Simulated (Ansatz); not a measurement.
# A computed series for InAs: response to strain

The parent structure is InAs in the zinc blende structure (space group F-43m, No. 216; a = 6.026 Å). Axes: x, y, z lie along the cube axes.

Strains are applied to the cell and any free atomic positions relax; under biaxial strain the out-of-plane vector relaxes too.

The values are results of plane-wave PAW DFT at the LDA level (Ansatz, a quantum-chemistry and plane-wave program, 420 eV), without spin-orbit coupling, not measurements.

Notes on the quantities. pressure: mean of the normal stresses, compression positive; energy relative to the base: free energy F.

```json
[
 {"change": "base", "shortest interatomic distance": "260.9 pm", "pressure": "0.0 GPa", "energy relative to the base": "0 meV/atom"},
 {"change": "biaxial strain −2.50 %, plane normal [111], relaxed out of plane", "shortest interatomic distance": "257.5 pm", "pressure": "2.2 GPa", "energy relative to the base": "+14 meV/atom"},
 {"change": "biaxial strain −2.08 %, plane normal [111], relaxed out of plane", "shortest interatomic distance": "258.0 pm", "pressure": "1.8 GPa", "energy relative to the base": "+9.4 meV/atom"},
 {"change": "biaxial strain −1.25 %, plane normal [111], relaxed out of plane", "shortest interatomic distance": "259.1 pm", "pressure": "1.1 GPa", "energy relative to the base": "+3.4 meV/atom"},
 {"change": "biaxial strain −0.83 %, plane normal [111], relaxed out of plane", "shortest interatomic distance": "259.7 pm", "pressure": "0.7 GPa", "energy relative to the base": "+1.5 meV/atom"},
 {"change": "biaxial strain −0.42 %, plane normal [111], relaxed out of plane", "shortest interatomic distance": "260.3 pm", "pressure": "0.3 GPa", "energy relative to the base": "+0.4 meV/atom"},
 {"change": "biaxial strain +0.42 %, plane normal [111], relaxed out of plane", "shortest interatomic distance": "261.1 pm", "pressure": "-0.3 GPa", "energy relative to the base": "+0.4 meV/atom"},
 {"change": "biaxial strain +0.83 %, plane normal [111], relaxed out of plane", "shortest interatomic distance": "261.2 pm", "pressure": "-0.7 GPa", "energy relative to the base": "+1.4 meV/atom"},
 {"change": "biaxial strain +1.67 %, plane normal [111], relaxed out of plane", "shortest interatomic distance": "261.4 pm", "pressure": "-1.3 GPa", "energy relative to the base": "+5.7 meV/atom"},
 {"change": "biaxial strain +2.08 %, plane normal [111], relaxed out of plane", "shortest interatomic distance": "261.4 pm", "pressure": "-1.6 GPa", "energy relative to the base": "+8.7 meV/atom"}
]
```

The mesh was chosen for an insulator and is coarse for the gapless case. Whether these cells are dynamically stable was not tested. The final runs are not spin-polarised.
